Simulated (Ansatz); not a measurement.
For SnGe (model structure, started from the CsCl type, Pm-3m, No. 221, 2 atoms in the cell), PBE (Ansatz, a first-principles code, plane waves, PAW) gives:

```
Quantity                    Result
-------------------  -------------
lattice parameter a        3.596 Å
formation enthalpy   0.204 eV/atom
```

Question: What does PBE-D3(BJ) (Ansatz, PAW) give for the same quantities?

Answer: 
- lattice constant a: 3.543 Å (drops by 1.5 %)
- formation enthalpy: 0.166 eV/atom (drops by 0.038 eV/atom)

Changes are worked out from the printed values.

Unless a cell is named, each level is at its own relaxed cell (PBE 23.25, PBE-D3(BJ) 22.24 Å³/atom).

Levels without +SOC leave out spin–orbit coupling, which shifts energies and cells of such heavy elements.

Caveats: a distance lies near a switch of the dispersion term, which can move the cell (PBE-D3(BJ)). Ansatz's density-functional and Hartree–Fock values are scalar-relativistic unless marked +SOC, with PAW data made under PBE.

A model structure was made by putting elements into a prototype or built by hand; it is no filed structure, need not be a known phase, and can be a saddle point held by its symmetry.
